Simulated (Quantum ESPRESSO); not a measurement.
**A series of runs on Si₃N₄ (P1, 14 atoms in the cell)**

```
CELL_PARAMETERS angstrom
      0.00000     3.89372     3.89372
      3.89372     0.00000     3.89372
      3.89372     3.89372     0.00000
ATOMIC_POSITIONS crystal
  Si 0.13589 0.11927 0.61680
  Si 0.12979 0.62642 0.12313
  Si 0.12639 0.12269 0.12459
  Si 0.62104 0.12555 0.12986
  Si 0.73907 0.75132 0.75560
  Si 0.50236 0.50369 0.49094
  N  0.36872 0.36453 0.37082
  N  0.34561 0.88133 0.89074
  N  0.36520 0.36415 0.90181
  N  0.88419 0.36014 0.88014
  N  0.89708 0.36553 0.37062
  N  0.88665 0.88383 0.87740
  N  0.36847 0.89675 0.36260
  N  0.87954 0.88479 0.35496
```

Base run A: PBEsol, GBRV 1.5 ultrasoft (PBESOL) pseudopotentials run with Quantum ESPRESSO, self-consistent single point.

Its settings: ecutwfc = 40 Ry; ecutrho = 200 Ry; occupations = smearing; smearing = gaussian; degauss = 0.0036749 Ry; potentials = {Si: si_pbesol_v1.uspp.F.UPF, N: n_pbesol_v1.2.uspp.F.UPF}; K_POINTS = automatic 4 4 4 0 0 0; conv_thr = 1e-10 Ry; mixing_beta = 0.5.

The starting cell comes from a database of computed structures (which also holds hypothetical and non-ambient phases and stackings), without a prior relaxation at this level. Its atoms were displaced at random from the sites of space group no. 227. In the base run, with a pressure of about -4 GPa the cell is away from its equilibrium volume at this level. In the base run, forces exceed 1 eV/Å.

ΔF is the free energy per atom less that of run A. A dash stands where there is no value to compare (another energy zero or no entropy term, no result, no spin, no clean gap, or a mesh too coarse for one). 

Runs B sample the zone with one or two k-points, far too few for so small a cell.

| run | K_POINTS | ΔF (meV/atom) | pressure (GPa) | largest force (eV/Å) | gap on the mesh (eV) | k-points |
|---|---|---|---|---|---|---|
| A | automatic 4 4 4 0 0 0 | 0.00 | -4.36 | 2.145 | 2.779 | 36 |
| B | automatic 1 1 1 0 0 0 | 1356.4 | 7.36 | 2.351 | – | 1 |
| C | automatic 1 1 1 1 1 1 | 62.3 | -4.17 | 2.170 | 4.573 | 4 |
| D | automatic 2 2 2 0 0 0 | 51.8 | -4.00 | 2.170 | 2.720 | 8 |
| E | automatic 2 2 2 1 1 1 | 0.09 | -4.36 | 2.145 | 3.683 | 16 |
| F | automatic 3 3 3 0 0 0 | 3.2 | -4.35 | 2.148 | 2.774 | 14 |
| G | automatic 3 3 3 1 1 1 | -0.30 | -4.35 | 2.144 | 3.264 | 56 |
| H | automatic 4 4 4 1 1 1 | -0.31 | -4.35 | 2.144 | 3.076 | 128 |
| I | automatic 4 4 4 0 0 1 | -0.31 | -4.35 | 2.144 | 3.076 | 128 |

Run C against A: The free energy goes up by 62.3 meV/atom, the pressure goes from -4.36 to -4.17 GPa, the largest force goes from 2.145 to 2.170 eV/Å and the gap on the mesh goes from 2.779 to 4.573 eV.

Run I against A: The free energy hardly moves (within 1 meV/atom), the pressure hardly changes (-4.36 to -4.35 GPa), the largest force moves little (2.145 to 2.144 eV/Å) and the gap on the mesh goes from 2.779 to 3.076 eV.
